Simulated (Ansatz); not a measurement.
System: HfO2 (Pca2₁, No. 29, 12 atoms in the cell; start mp-685097; a measured phase of this formula has another space group). Method: LDA (Ansatz, a quantum-chemistry and plane-wave program, PAW).

Settings: plane-wave cutoff 520 eV, 8×8×8 k mesh, Fermi–Dirac smearing 0.01 eV, scalar-relativistic PAW data made under PBE.

Cell (relaxed at this level):

HfO$_{2}$ has the orthorhombic space group Pca2₁ (No. 29), Pearson symbol oP12. Cell: a = 5.1811 Å, b = 4.9757 Å, c = 4.9961 Å, α = 90.00°, β = 90.00°, γ = 90.00°. Hf on 4a is surrounded by 7 O at 2.016–2.208 Å. O1 on 4a is surrounded by 3 Hf at 2.016–2.124 Å (trigonal planar). O2 on 4a is coordinated by 4 Hf at 2.103–2.208 Å. (Neighbours: up to the widest gap in distance over summed covalent radii, below 1.35, at either atom; cation-cation and far metal-metal contacts left out.)

Problem. Give the computed band gap, smallest direct gap on the k points sampled and Γ–Γ gap.

Solution. 
* **band gap**: 4.33 eV
* **smallest direct gap on the k points sampled**: 4.54 eV
* **Γ–Γ gap**: 4.86 eV

Spin–orbit coupling is not included.

The computed numbers hold no vibrational or temperature effects.

A start named mp-… is a Materials Project structure, which need not be a measured phase.
